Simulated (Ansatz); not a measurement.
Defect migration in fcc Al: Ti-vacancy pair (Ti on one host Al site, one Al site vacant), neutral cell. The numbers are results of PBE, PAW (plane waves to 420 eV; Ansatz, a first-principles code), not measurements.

Settings: 32 host sites, the relaxed PBE lattice, a 3×3×3 k-point mesh shifted by half a step, smearing 0.10 eV, spin-restricted, no image-charge correction. Static, classical nuclei. Forms of the defect that were not tried may lie lower. The start lies 0.39 eV above the lowest site run (PBE).

Barriers: single points on a 5×5×5 k-point mesh shifted by half a step at the bands' geometries (they differ from the bands' own by up to 0.10 eV, and are uncertain by about as much).

The step: Ti and the vacancy change places (Ti-vacancy distance between ideal sites 2.86 Å throughout). Atoms about the jump, Cartesian Å from the middle of the jump, before and after:

```json
[
 {"atom": "Ti1", "x0": "0.00", "y0": "-1.05", "z0": "-1.05", "x1": "0.00", "y1": "1.05", "z1": "1.05"},
 {"atom": "Al2", "x0": "-1.97", "y0": "0.98", "z0": "-0.97", "x1": "-1.97", "y1": "0.97", "z1": "-0.98"},
 {"atom": "Al3", "x0": "1.97", "y0": "0.98", "z0": "-0.97", "x1": "1.97", "y1": "0.97", "z1": "-0.98"},
 {"atom": "Al4", "x0": "-1.97", "y0": "-0.97", "z0": "0.98", "x1": "-1.97", "y1": "-0.98", "z1": "0.97"},
 {"atom": "Al5", "x0": "1.97", "y0": "-0.97", "z0": "0.98", "x1": "1.97", "y1": "-0.98", "z1": "0.97"},
 {"atom": "Al6", "x0": "0.00", "y0": "2.97", "z0": "-0.96", "x1": "0.00", "y1": "3.01", "z1": "-0.98"},
 {"atom": "Al7", "x0": "0.00", "y0": "0.98", "z0": "-3.01", "x1": "0.00", "y1": "0.96", "z1": "-2.97"},
 {"atom": "Al8", "x0": "0.00", "y0": "-3.01", "z0": "0.98", "x1": "0.00", "y1": "-2.97", "z1": "0.96"},
 {"atom": "Al9", "x0": "0.00", "y0": "-0.96", "z0": "2.97", "x1": "0.00", "y1": "-0.98", "z1": "3.01"}
]
```

Task: Give the saddle-point geometry and the barrier.

Result: 
```csv
atom,x,y,z
Ti1,0.00,0.00,-0.01
Al2,-2.21,1.05,-1.06
Al3,2.21,1.04,-1.06
Al4,-2.21,-1.05,1.04
Al5,2.21,-1.05,1.04
Al6,0.00,2.90,-0.97
Al7,0.00,0.95,-2.91
Al8,0.00,-2.91,0.95
Al9,0.00,-0.96,2.89
```
It lies 1.22 eV above the start and 1.22 eV above the end. The saddle point's order was not checked, and it lies on a symmetry element of the cell, where a band can be held.
